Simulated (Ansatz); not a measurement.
Consider BP in the zinc blende structure (space group F-43m, No. 216; a = 4.537 Å). Axes: x, y, z lie along the cube axes.

Method: plane-wave PAW DFT at the r2SCAN level (Ansatz, a program for electronic structure, 500 eV), without spin-orbit coupling.

Before the change:

- Pressure = -0.01 GPa
- Band gap = 1.41 eV
- Valence-band top at Γ = 0.00, 0.00, 0.00 eV

The change: tensile biaxial strain of 2.36 % in the plane normal to [001], as in epitaxy on a mismatched substrate; the out-of-plane cell vector and the atoms relax.

### Question
How does this affect the pressure?

### Answer
The pressure (mean of the normal stresses, compression positive) shrinks by 5.85 GPa to -5.86 GPa.

### Question
What happens to the band gap?

### Answer
The band gap drops by 0.455 eV (1.41 eV → 0.96 eV).

### Question
Predict the new valence-band top at Γ.

### Answer
The valence-band top at Γ (three highest levels, from the VBM) changes from 0.00, 0.00, 0.00 eV to 0.00, -0.33, -0.33 eV.

Whether these cells are dynamically stable was not tested.
